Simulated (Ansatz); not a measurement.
Partial pair distribution functions of a relaxed model of amorphous In$_{9}$Ga$_{9}$Zn$_{9}$O$_{35}$F$_{2}$, broadened by 0.06 Å; density 5.60 g/cm³. The numbers are results of PBE, scalar-relativistic without spin-orbit coupling (plane waves to 420 eV, PAW; Ansatz, a quantum-chemistry and plane-wave program), not measurements.

A CHGNet melt-quench gave the starting glass, which DFT then relaxed. O and F atoms were pushed apart under 1.9 Å during the dynamics, to hinder bonds among them. The hot cell started wider than the set density and was brought back towards it in steps. It is the lowest in DFT energy of 2 quenches. It is a model cell: composition and starting density were chosen by hand, and all elements were melted together. No dispersion term was used. Its density started from a set value of 5.84 and ended at 5.60 g/cm³. The simulated quench (nominally 210 K/ps over its main leg) is rapid and tends to freeze in more defects than a deposited or slowly cooled glass has. A cell of this size samples the disorder only roughly. Volume and shape were free in the relaxation.

| r (Å) | g In-O | g Ga-O | g In-In | g Ga-Ga |
|---|---|---|---|---|
| 1.60 | 0.00 | 0.01 | 0.00 | 0.00 |
| 1.70 | 0.00 | 0.58 | 0.00 | 0.00 |
| 1.80 | 0.00 | 6.66 | 0.00 | 0.00 |
| 1.90 | 0.03 | 10.09 | 0.00 | 0.00 |
| 2.00 | 1.25 | 3.21 | 0.00 | 0.00 |
| 2.10 | 6.15 | 0.96 | 0.00 | 0.00 |
| 2.20 | 7.56 | 0.40 | 0.00 | 0.00 |
| 2.30 | 4.28 | 0.02 | 0.00 | 0.00 |
| 2.40 | 1.26 | 0.00 | 0.00 | 0.00 |
| 2.50 | 0.51 | 0.00 | 0.00 | 0.00 |
| 2.60 | 0.52 | 0.00 | 0.00 | 0.00 |
| 2.70 | 0.36 | 0.00 | 0.00 | 0.00 |
| 2.80 | 0.09 | 0.09 | 0.00 | 0.26 |
| 2.90 | 0.01 | 0.36 | 0.00 | 3.28 |
| 3.00 | 0.11 | 0.38 | 0.00 | 3.67 |
| 3.10 | 0.11 | 0.62 | 0.12 | 0.87 |
| 3.20 | 0.01 | 0.93 | 0.99 | 3.30 |
| 3.30 | 0.01 | 0.47 | 0.86 | 3.07 |
| 3.40 | 0.17 | 0.42 | 1.42 | 2.58 |
| 3.50 | 0.49 | 0.82 | 1.81 | 1.10 |
| 3.60 | 0.70 | 1.16 | 1.41 | 0.07 |
| 3.70 | 1.10 | 1.43 | 1.10 | 0.00 |
| 3.80 | 1.02 | 1.50 | 2.54 | 0.00 |
| 3.90 | 1.19 | 0.85 | 3.38 | 0.05 |
| 4.00 | 1.27 | 0.69 | 2.96 | 0.76 |
| 4.10 | 1.21 | 1.33 | 1.05 | 1.04 |
| 4.20 | 1.15 | 1.76 | 1.02 | 0.25 |
| 4.30 | 1.28 | 1.52 | 0.35 | 0.92 |
| 4.40 | 1.11 | 0.96 | 0.93 | 0.70 |

Within 2.84 Å each In has 5.67 O neighbours on average.
